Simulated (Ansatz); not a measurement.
ScOCl (P4/nmm, No. 129, 6 atoms in the cell; start mp-989195), treated with HSE06 (Ansatz, a program for electronic structure, PAW).

Run with plane-wave cutoff 460 eV, 6×6×4 k mesh (along the axes of the cell as run), Fermi–Dirac smearing 0.01 eV, scalar-relativistic PAW data made under PBE.

Cell (relaxed with PBE-D3(BJ)):

```yaml
crystal:
  lattice:
    - [3.54296, 0.00000, 0.00000]
    - [0.00000, 3.54296, 0.00000]
    - [0.00000, 0.00000, 7.62589]
  atoms:
    - { symbol: Sc, position: [0.00000, 0.50000, 0.13935] }
    - { symbol: Sc, position: [0.50000, 0.00000, 0.86065] }
    - { symbol: Cl, position: [0.00000, 0.50000, 0.66794] }
    - { symbol: Cl, position: [0.50000, 0.00000, 0.33206] }
    - { symbol: O, position: [0.50000, 0.50000, 0.00000] }
    - { symbol: O, position: [0.00000, 0.00000, 0.00000] }
```

Problem. Give the computed band gap and smallest direct gap on the k points sampled.

Solution. 
- band gap: 5.62 eV (indirect)
- smallest direct gap on the k points sampled: 5.83 eV

Note: cell and atoms aren't relaxed at this level (largest force component 0.44 eV/Å).

The computed numbers hold no vibrational or temperature effects.

Computing time: about 4 core-minutes (a rough figure).

A start named mp-… is a Materials Project structure, which need not be a measured phase.
